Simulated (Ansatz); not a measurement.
KI in the rock salt structure (space group Fm-3m, No. 225)

Space group Fm-3m (No. 225); a = b = c = 7.0928 Å, α = β = γ = 90.00°

| atom | site | symmetry | x | y | z |
|---|---|---|---|---|---|
| K | 4a | m-3m | 0.0000 | 0.0000 | 0.0000 |
| I | 4b | m-3m | 0.5000 | 0.5000 | 0.5000 |
(The calculation used a cell of 2 atoms; values per cell refer to that cell.)

Calculations: Ansatz (a quantum-chemistry and plane-wave program) r2SCAN, no spin-orbit coupling, earlier PAW set. Settings: 8×8×8 k-points, 0.05 eV Fermi–Dirac smearing.

```json
{
 "volume_per_atom": "44.60 Å³",
 "density": "3.09 g/cm³",
 "band_gap": "4.58 eV, direct at Γ",
 "electron_mass": "0.34 mₑ",
 "Hole mass (degenerate bands, along [100])": "0.50, 2.6, 2.6 mₑ",
 "Lowest conduction-band minima above the VBM": "Γ 4.58 eV; X along ⟨100⟩ 5.40 eV",
 "total_energy": "-4537.007 eV/atom (σ→0; compares only within this code and set-up)"
}
```

With I present, leaving out spin-orbit coupling can change the band edges. Effective masses come from finite differences of ±0.01 Å⁻¹. Stability against distortions was not tested.
